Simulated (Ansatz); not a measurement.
# A computed series for ZnAu: pressure series

The parent structure is ZnAu in the CsCl type structure (space group Pm-3m, No. 221; a = 3.129 Å).

Cell and atoms are relaxed at each pressure.

All numbers come from PBEsol (Ansatz, a program for electronic structure; PAW; 420 eV plane waves; without spin-orbit coupling).

```json
[
 {"pressure (GPa)": "-2", "volume per atom (Å³/atom)": "15.538"},
 {"pressure (GPa)": "-1", "volume per atom (Å³/atom)": "15.423"},
 {"pressure (GPa)": "0", "volume per atom (Å³/atom)": "15.312"},
 {"pressure (GPa)": "0.3", "volume per atom (Å³/atom)": "?"},
 {"pressure (GPa)": "0.7", "volume per atom (Å³/atom)": "15.238"},
 {"pressure (GPa)": "1.5", "volume per atom (Å³/atom)": "15.157"},
 {"pressure (GPa)": "3", "volume per atom (Å³/atom)": "15.012"},
 {"pressure (GPa)": "7.5", "volume per atom (Å³/atom)": "14.619"},
 {"pressure (GPa)": "10", "volume per atom (Å³/atom)": "14.427"}
]
```

Problem. Fit the third-order Birch–Murnaghan form P(V) = (3B₀/2)[(V₀/V)^(7/3) − (V₀/V)^(5/3)]·[1 + (3/4)(B₀′ − 4)((V₀/V)^(2/3) − 1)] (squares taken in P) to the rows shown and predict the withheld row.

Solution. Least squares on the printed values gives V₀ = 15.313 Å³/atom, B₀ = 143 GPa, B₀′ = 5.4; this predicts 15.281 Å³/atom, and the run gives 15.280 Å³/atom, in agreement.

Measured bulk modulus of ZnAu: 131 GPa (temperature not stated; as listed in Niraj K. Nepal et al., Phys. Rev. B (2020)); the computed value is for a static lattice, so the two differ by thermal effects too.

Load acts through the strain it causes; cell and atoms are relaxed under it. Stability against distortions was not tested. No other phases were tried under pressure.
